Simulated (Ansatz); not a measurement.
Functionals compared on O on the 1x1 (111) surface of fcc Ag, one in a 2x2 cell, started at the site 'bridge Ag-Ag (span 2.9 Å)', in Ansatz (plane waves, PAW). The structure was relaxed with PBE; the other rows are single points on it, each with its references at the same level. Cutoff 420 eV (500 eV for r2SCAN).

Model: 17-atom slab, 7.1 Å thick at the start under the adsorbate (thin: gaps and levels are the slab's own), 6x6x1 mesh, Fermi-Dirac 0.1 eV, dipole correction, 8 atoms held, the rest relaxed; held to the start's symmetry, so lower structures may exist; spin-polarised, no spin-orbit, no U, no dispersion correction. The starting moment vanished. At the end it is bonded to 3 Ag. In PBE it is, or lies within 0.03 eV of, the lowest of the starts that converged. These notes are the PBE run's. r2SCAN: The program's check for a lower electronic state was not made. Adsorption energies are against ½ O2(g). A negative adsorption energy means that the adsorbate is more stable on the surface than in its reference.

```json
[
 {"functional": "PBE", "adsorption energy (eV)": "-0.33", "work function of the top face (eV)": "5.62", "change of the work function (eV)": "1.18", "magnetic moment of the cell (μB)": "0.00", "rough cost of the single point": "–"},
 {"functional": "RPBE", "adsorption energy (eV)": "-0.08", "work function of the top face (eV)": "5.44", "change of the work function (eV)": "1.19", "magnetic moment of the cell (μB)": "0.00", "rough cost of the single point": "around 14 core-minutes (rough)"},
 {"functional": "r2SCAN", "adsorption energy (eV)": "-0.50", "work function of the top face (eV)": "5.69", "change of the work function (eV)": "1.28", "magnetic moment of the cell (μB)": "0.00", "rough cost of the single point": "very roughly 30 core-minutes"}
]
```

Ansatz is a program for electronic structure.
